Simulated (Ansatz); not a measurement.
## HfSi2: pressure series

Base system: HfSi$_{2}$ (space group Cmcm, No. 63; a = 3.683 Å, b = 14.598 Å, c = 3.658 Å).

Cell and atoms are relaxed at each pressure.

Calculations: Kohn–Sham DFT with the PBE functional, run in Ansatz (a first-principles code) with PAW and 420 eV plane waves, scalar-relativistic without spin-orbit coupling, earlier PAW set.

```csv
P (GPa),V (Å³/atom)
-2.00,16.657
-1.00,16.520
2.99,16.023
6.99,15.588
15.00,14.862
30.00,13.828
50.00,12.827
74.99,11.921
100.00,11.237
```

Question: Fit a third-order Birch–Murnaghan equation of state.

Answer: Least squares on P(V) = (3B₀/2)[(V₀/V)^(7/3) − (V₀/V)^(5/3)]·[1 + (3/4)(B₀′ − 4)((V₀/V)^(2/3) − 1)] gives V₀ = 16.39 Å³/atom, B₀ = 126 GPa and B₀′ = 3.9.

Load acts through the strain it causes; cell and atoms are relaxed under it. Stability against distortions was not tested. No other phases were tried under pressure. The final runs are not spin-polarised.
